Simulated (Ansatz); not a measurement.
Ansatz (a program for electronic structure) run on Cu₃Sn (P6_3/mmc, 8 atoms in the cell): zone-centre phonon calculation.

Method: LDA (PW92), default PAW files made with PBE (plane waves; Ansatz).

```xyz
8
Lattice="5.5343 0.0000 0.0000 -2.7672 4.7929 0.0000 0.0000 0.0000 4.2941" Properties=species:S:1:pos:R:3 pbc="T T T"
Cu    -1.4740     4.0463     3.2205
Cu     4.2412     0.7466     1.0735
Cu     1.2931     0.7466     1.0735
Cu     1.4740     4.0463     3.2205
Cu     0.0000     1.4932     3.2205
Cu     2.7672     3.2997     1.0735
Sn     0.0000     3.1952     1.0735
Sn     2.7672     1.5976     3.2205
```

Reference input (self-consistent single point, DFT, LDA (PW92), plane waves, default PAW files made with PBE): basis.ecutwfc = 30.9 Ry; kpoints.mp_grid.grid = 6 6 7; hamiltonian.xc = lda; hamiltonian.pseudopotentials = {kind: paw} (the program's default PAW files); scf.occupations.method = fermi_dirac; scf.occupations.width = 0.0073 Ry. This run's input differs from it in these lines:

```diff
@@ -24,6 +24,4 @@
   occupations: { method: fermi_dirac, width: 0.0073 Ry }
-output:
-  forces: true
-  eigenvalues: true
-  stress: true
+phonons:
+  method: dfpt
```

Output (repeated stretches shortened):

```
SCF iter   1: F=—  HF=-51093.282698 eV  |F-HF|=—  |Δ(HF+E_count)|=         —  Δρ=1.73e-2  dr2=1.49e-1  ethr=1.77e-3  ⟨swp⟩=5.2  Hψ=24219  notcnv=0  defer=270
all-band conjugate gradients solve this SCF's bands
preconditioner: auto → Kerker (q_TF=auto, 2.830 Å⁻¹)
SCF iter   2: F=—  HF=-51093.245527 eV  |F-HF|=—  |Δ(HF+E_count)|=   3.72e-2  Δρ=3.40e-3  dr2=5.70e-3  ethr=1.05e-4  ⟨swp⟩=2.0  Hψ=11327  notcnv=0  defer=407
   [... lines left out ...]
SCF iter   8: F=—  HF=-51093.242727 eV  |F-HF|=—  |Δ(HF+E_count)|=   7.47e-8  Δρ=2.61e-6  dr2=1.46e-8  ethr=1.72e-10  ⟨swp⟩=2.1  Hψ=10062  notcnv=0  defer=407
SCF iter   9: F=—  HF=-51093.242727 eV  |F-HF|=—  |Δ(HF+E_count)|=   3.89e-9  Δρ=7.65e-7  dr2=9.79e-10  ethr=1.03e-11  ⟨swp⟩=2.0  Hψ=9421  notcnv=0  defer=407
SCF iter  10: F=—  HF=-51093.242727 eV  |F-HF|=—  |Δ(HF+E_count)|=  2.33e-10  Δρ=1.98e-7  dr2=5.19e-11  ethr=1.00e-12  ⟨swp⟩=1.9  Hψ=8929  notcnv=0  defer=407
SCF iter  11: F=-51093.242727 eV  HF=-51093.242727 eV  |F-HF|=1.46e-11  |Δ(HF+E_count)|=    0.00e0  Δρ=5.49e-8  dr2=3.62e-12  ethr=1.00e-12  ⟨swp⟩=11.2  Hψ=39373  notcnv=0
SCF 1 converged in 11 iterations: F = -51093.242727 eV  dr2 = 3.62e-12
DFPT response loops at Γ: preconditioner auto → Kerker (q_TF=auto, 2.830 Å⁻¹) (partly filled bands, converged f_vac=0.000) …
the response loops of the zone centre start from zero, take more passes and end by a threshold …
Free energy (F): -51093.242727 eV
Internal energy: -51093.158940 eV  (E = F + TS)
E sigma→0 (E₀):  -51093.200833 eV
Entropy (-TS):   -0.083787 eV (-10.473 meV/atom)
Fermi energy:    15.813936 eV
   [... lines left out ...]
  ASR residual per site (eV/Å²): 1.41e-4 1.41e-4 1.41e-4 1.41e-4 1.41e-4 1.41e-4 2.10e-4 2.10e-4
  Γ frequencies (cm⁻¹): 0.00 0.00 0.00 77.60 77.60 90.90 102.13 102.13 103.66 104.11 104.11 112.45 112.45 120.92 136.37 137.44 146.97 146.97 151.58 158.40 158.40 176.96 176.96 195.43
  non-analytic LO–TO correction: not included (Born effective charges unavailable; polar crystals: no LO–TO splitting at Γ)
```

The run converged in 11 iterations. 

Summary of the result:
* **Free energy E − TS (on the zero of these files)**: -51093.2427 eV
* **Fermi level (on the code's own zero)**: 15.81 eV
* **Zone-centre frequencies (cm⁻¹; negative means imaginary)**: 0, 0, 0, 78, 78, 91, 102, 102, 104, 104, 104, 112, 112, 121, 136, 137, 147, 147, 152, 158, 158, 177, 177, 195

The starting cell comes from a database of computed structures (which also holds hypothetical and non-ambient phases and stackings), without a prior relaxation at this level. Its lattice was rescaled by up to half a per cent. Spin polarisation is off.

Cost on one core of a shared machine: roughly 20 min.

Keys are those of Ansatz 0.2.
